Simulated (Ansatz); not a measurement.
Consider ZrO$_{2}$ (space group P2_1/c, No. 14; a = 5.128 Å, b = 5.211 Å, c = 5.295 Å, α = 90.00°, β = 99.61°, γ = 90.00°).

Method: PBEsol (Ansatz, a first-principles code; PAW; 420 eV plane waves; without spin-orbit coupling).

Before the change:

The volume per atom is 11.63 Å³. The band gap is 3.59 eV.

Perturbation: full substitution Zr → La, then cell and atoms are relaxed.

Tabulated Pauling electronegativity and covalent radius: Zr 1.33, 1.75 Å; La 1.10, 2.07 Å.

Question: What happens to the volume per atom and band gap?

Answer: The volume per atom grows by 4.267 Å³ (11.63 Å³ → 15.89 Å³); the band gap changes from 3.59 eV to zero.

A trial with spin polarisation found a lower state for one case, which could not be relaxed; the values given are those without spin. No phonon test of stability was made. As relaxed here, LaO2 is a hypothetical phase, not in the database extracts checked. The final runs are not spin-polarised. Gaps under 0.05 eV, about the width of the smearing, are given as zero. A zero or small gap of LaO2 can be the functional's error rather than a property of the material.
